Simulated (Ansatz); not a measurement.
Results of PBE-D3(BJ) in Ansatz (PAW) for CsCl-type NiAl.

Run with plane-wave cutoff 520 eV, 20×20×20 k mesh, Fermi–Dirac smearing 0.05 eV, no spin polarisation, scalar-relativistic PAW data made under PBE.

A third-order Birch–Murnaghan fit to the energies gives V0 = 11.663 Å³/atom, B0 = 173 GPa, B′ = 4.5.

```tsv
V (Å³/atom)	P (GPa)
10.963	12.26
11.197	[?]
11.430	[?]
11.663	0.00
11.897	[?]
12.130	-6.21
12.363	[?]
```

**Question.** Estimate the withheld pressures from this fit; the answers are the runs' own values.

**Answer.** 
- 11.197, P (GPa): 7.72
- 11.430, P (GPa): 3.65
- 11.897, P (GPa): -3.28
- 12.363, P (GPa): -8.83

The formula P = (3/2) B0 (x^(7/3) − x^(5/3)) [1 + (3/4)(B′ − 4)(x^(2/3) − 1)] with x = V0/V meets the computed pressures within 0.06 GPa when these rounded values are put in.

Measured, for comparison: bulk modulus 156 GPa (room temperature, not corrected to a static lattice; as tabulated in Yamada et al. (2019), arXiv:1910.09660); equilibrium volume per atom 11.97 Å³/atom (extrapolated to 0 K, zero-point anharmonic expansion removed (Haas, Tran, Blaha 2009); as tabulated in Levämäki et al. (2014), arXiv:1402.3671). Computed (rounded) less measured: bulk modulus +11 %, equilibrium volume per atom -2.6 %.

Static lattice: no zero-point or thermal effects.

The result took about 60 core-seconds (a rough figure).

Ansatz is a first-principles code.
